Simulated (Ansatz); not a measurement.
**Rh2O3 (R-3c, No. 167, 10 atoms in the cell; start mp-542734)**

Computed with PBEsol+SOC in Ansatz (PAW).

Run with plane-wave cutoff 520 eV, 6×6×6 k mesh, Fermi–Dirac smearing 0.01 eV, PAW data made under PBE.

Cell (relaxed with PBEsol):

```
Rh2O3
1.0
    2.55437     1.47477     4.60730
   -2.55437     1.47477     4.60730
    0.00000    -2.94953     4.60730
Rh O
4 6
Cartesian
  0.00000   0.00000  11.73952
  0.00000   0.00000   2.08238
  0.00000   0.00000   8.99333
  0.00000   0.00000   4.82857
 -1.02341  -1.47477   5.75912
  1.02341   1.47477   8.06277
  1.78889  -0.14891   5.75912
 -1.78889   0.14891   8.06277
 -0.76548   1.62368   5.75912
  0.76548  -1.62368   8.06277
```

* **band gap**: 0.64 eV (on the SCF k mesh)

Note: cell and atoms aren't relaxed at this level (pressure 0.3 GPa).

Computed values are for the static lattice.

A start named mp-… is a Materials Project structure, which need not be a measured phase.

Ansatz is a program for electronic structure.
